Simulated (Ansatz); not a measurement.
## How far to go with the plane-wave cutoff: BaLi2Mg2Si2 (R3m, 7 atoms in the cell)

```yaml
crystal:
  lattice:
    - [2.28348, 1.31837, 8.69511]
    - [-2.28348, 1.31837, 8.69511]
    - [0.00000, -2.63673, 8.69511]
  atoms:
    - { symbol: Ba, position: [0.00192, 0.00192, 0.00192] }
    - { symbol: Li, position: [0.57044, 0.57044, 0.57044] }
    - { symbol: Li, position: [0.42956, 0.42956, 0.42956] }
    - { symbol: Mg, position: [0.86433, 0.86433, 0.86433] }
    - { symbol: Mg, position: [0.13567, 0.13567, 0.13567] }
    - { symbol: Si, position: [0.75790, 0.75790, 0.75790] }
    - { symbol: Si, position: [0.24210, 0.24210, 0.24210] }
```

Computed with LDA (PW92), default PAW files made with PBE (plane waves; Ansatz, a first-principles code).

Base settings: basis.ecutwfc = 420 eV; kpoints.mp_grid.grid = 5 5 5; hamiltonian.xc = lda; hamiltonian.pseudopotentials = {kind: paw} (the program's default PAW files); scf.occupations.method = fermi_dirac; scf.occupations.width = 0.1 eV.

The second cell is the first with its lattice scaled by 0.98.

The mesh stays at the base's, so the ladder's end is converged at best in this setting alone.

The first pressure column holds Ansatz's estimate of the finite-basis (Pulay) stress, which hides part of the cutoff error; the other is without it.

Only quantities that move along the ladder and can be compared are tabulated.

The count of work is k-points × plane waves × bands × iterations; it is no time. 

The starting cell comes from a database of computed structures (which also holds hypothetical and non-ambient phases and stackings), without a prior relaxation at this level. Its lattice was rescaled by up to half a per cent. One atom was moved a little off its site on purpose.

```csv
basis.ecutwfc,free energy less the last step's (meV/atom),energy of the compressed cell less the first (meV/atom),pressure (GPa),pressure without the Pulay estimate (GPa),largest difference of a force vector from the last step's (eV/Å),count of work / last
145 eV,6152.88,74.18,-1.94,-179.85,0.217,0.053
170 eV,2212.99,-4.15,-2.97,-74.38,0.074,0.069
190 eV,1005.86,-5.31,-2.29,-38.01,0.048,0.083
210 eV,464.41,-12.17,-2.20,-20.20,0.029,0.097
230 eV,213.33,-9.44,-2.26,-11.21,0.011,0.11
250 eV,99.84,-9.02,-2.28,-6.79,0.013,0.12
295 eV,18.09,-9.28,-2.31,-3.27,0.002,0.16
335 eV,4.17,-9.49,-2.34,-2.58,0.002,0.19
380 eV,0.92,-9.52,-2.35,-2.40,0.001,0.23
420 eV,0.36,-9.54,-2.35,-2.36,0.000,0.27
460 eV,0.23,-9.55,-2.35,-2.36,0.000,0.30
505 eV,0.18,-9.55,-2.35,-2.35,0.000,0.36
565 eV,0.13,-9.55,-2.35,-2.35,0.000,0.42
630 eV,0.08,-9.55,-2.35,-2.35,0.000,0.50
735 eV,0.04,-9.55,-2.35,-2.35,0.000,0.62
840 eV,0.02,-9.55,-2.35,-2.35,0.000,0.76
1010 eV,0.00,-9.55,-2.35,-2.35,0.000,1.0
```

Coarsest basis.ecutwfc that holds the free energy within 2 meV/atom of the last step, with all finer ones: 380 eV, at 0.23 of the last step's count of work; the step before is off by 4.2 meV/atom.

Coarsest basis.ecutwfc that holds the forces within 0.005 eV/Å of the last step, with all finer ones: 295 eV, at 0.16 of the last step's count of work; the step before is off by 0.013 eV/Å.

Coarsest basis.ecutwfc that holds the pressure within 0.2 GPa of the last step, with all finer ones: 190 eV, at 0.083 of the last step's count of work; the step before is off by 0.61 GPa.

The energy difference between the two cells stays within 1 meV/atom of the last step's from 230 eV on, the total only from 380 eV on: much of the error is common to both cells and cancels.

At the lowest cutoff the pressure without the Pulay estimate lies 177 GPa under the last step's, the usual sign of Pulay stress in an incomplete plane-wave basis.

Keys are those of Ansatz 0.2.
